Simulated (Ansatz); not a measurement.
**ZnS: pressure series**

Start from ZnS in the wurtzite structure (space group P6_3mc, No. 186; a = 3.8451 Å, c = 6.3057 Å).

Cell and atoms are relaxed at each pressure.

Method: PBE/PAW in Ansatz (a first-principles code), scalar-relativistic without spin-orbit coupling, earlier PAW set.

```json
[
 {"P (GPa)": "-1.99", "V (Å³/atom)": "20.816"},
 {"P (GPa)": "-0.99", "V (Å³/atom)": "20.486"},
 {"P (GPa)": "1.80", "V (Å³/atom)": "19.693"},
 {"P (GPa)": "4.20", "V (Å³/atom)": "19.126"},
 {"P (GPa)": "9.00", "V (Å³/atom)": "18.200"},
 {"P (GPa)": "17.99", "V (Å³/atom)": "16.920"},
 {"P (GPa)": "29.98", "V (Å³/atom)": "15.715"},
 {"P (GPa)": "44.99", "V (Å³/atom)": "14.625"},
 {"P (GPa)": "59.99", "V (Å³/atom)": "13.781"}
]
```

A third-order Birch–Murnaghan fit to these points gives V₀ = 20.18 Å³/atom, B₀ = 71 GPa and B₀′ = 4.1. At pressure 60 GPa the volume is 68.3 % of V₀.

Between the base and pressure 4.2 GPa the gap moves from 2.07 eV to 2.31 eV, a mean slope of 56 meV/GPa.

Load acts through the strain it causes; cell and atoms are relaxed under it. Stability against distortions was not tested. Tetrahedral semiconductors of this kind turn to denser phases somewhere between about 1 and 50 GPa; those were not computed, so compressed cells here can lie past the real transition.
